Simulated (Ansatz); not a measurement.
End structure of the (100) surface of rock-salt TiN, Al on all Ti sites of the second plane (bottom of the slab: a bare face, its two planes held):

```xyz
12
Lattice="3.0030 0.0000 0.0000 0.0000 3.0030 0.0000 0.0000 0.0000 26.5000" Properties=species:S:1:pos:R:3 pbc="T T T"
N      0.0000     0.0000     8.1754
Ti     1.5015     1.5015     8.1754
N      1.5015     1.5015    10.2988
Ti     0.0000     0.0000    10.2988
N      0.0000     0.0000    12.4085
Ti     1.5015     1.5015    12.4313
N      1.5015     1.5015    14.6246
Ti     0.0000     0.0000    14.4684
N      0.0000     0.0000    16.6504
Al     1.5015     1.5015    16.6145
N      1.5015     1.5015    18.7048
Ti     0.0000     0.0000    18.6398
```

Set-up: 12 atoms, 10.1 Å thick at the start with caps and adatoms (thin: gaps and levels are the slab's own); mesh 12x12x1; 0.1 eV smearing; dipole correction on; 4 atoms held, the rest relaxed; symmetry of the start imposed; no spin, no spin-orbit, no U. In PBE it lies 0.26 eV a 1x1 cell over the lowest computed structure of the same composition (Al on all Ti sites of the top plane).

Task: Give the work function of the top face at the level PBE in Ansatz (a quantum-chemistry and plane-wave program).

Result: 2.11 eV
